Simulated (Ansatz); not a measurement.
Cost and result by functional for the adsorption energy of F on the 1x1 (0001) surface of hcp Ru, one in a 2x2 cell, started at the site 'hollow Ru-Ru-Ru', in Ansatz (plane waves, PAW). Single points on the PBE structure, on one kind of machine; costs are rough ratios of the slab run's core time (references not counted) to the cheapest single point. r2SCAN's cost holds its higher cutoff (500 against 420 eV). Differences are taken against r2SCAN for comparison alone: no measured value is at hand, so the table doesn't rank accuracy.

Slab: 17 atoms, 6.3 Å thick at the start under the adsorbate (thin: gaps and levels are the slab's own); k 6x6x1, smearing 0.1 eV, dipole-corrected; 8 atoms held, the rest relaxed; held to the start's symmetry, so lower structures may exist; no spin, no spin-orbit, no U, no dispersion correction. At the end it is bonded to 3 Ru. In PBE it is, or lies within 0.03 eV of, the lowest of the starts that converged. These notes are the PBE run's. Adsorption energies are against ½ F2(g). A negative adsorption energy means that the adsorbate is more stable on the surface than in its reference.

```tsv
functional	relative cost	adsorption energy (eV)	less r2SCAN (eV)
RPBE	1	-2.73	0.50
r2SCAN	2	-3.23	0.00
PBE (the relaxed run's value)	–	-2.91	0.32
```

The values span 0.50 eV, while the single points' costs differ by a factor of roughly 2. Differences are of unrounded values.

Ansatz is a first-principles code.
